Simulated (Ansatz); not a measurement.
Bulk modulus B0 of ZrC (model structure, started from the WC type, P-6m2, No. 187, 2 atoms in the cell) at several levels of theory

No measured value is used here.

| level (code) | value (GPa) | cell (Å³/atom) |
|---|---|---|
| LDA (Ansatz) | 205 | 12.97 |
| PBEsol (Ansatz) | … | 13.23 |
| r²SCAN (Ansatz) | 192 | 13.59 |

What belongs in the gaps?


- PBEsol (Ansatz, a program for electronic structure), value (GPa): 196

LDA, PBEsol, r²SCAN: the bulk modulus is −V dP/dV from two relaxed cells at ±2 % in volume. Each level is taken at its own relaxed cell. Cutoffs differ between the levels. Ansatz's density-functional and Hartree–Fock values are scalar-relativistic unless marked +SOC, with PAW data made under PBE.

A model structure was made by putting elements into a prototype or built by hand; it is no filed structure, need not be a known phase, and can be a saddle point held by its symmetry.
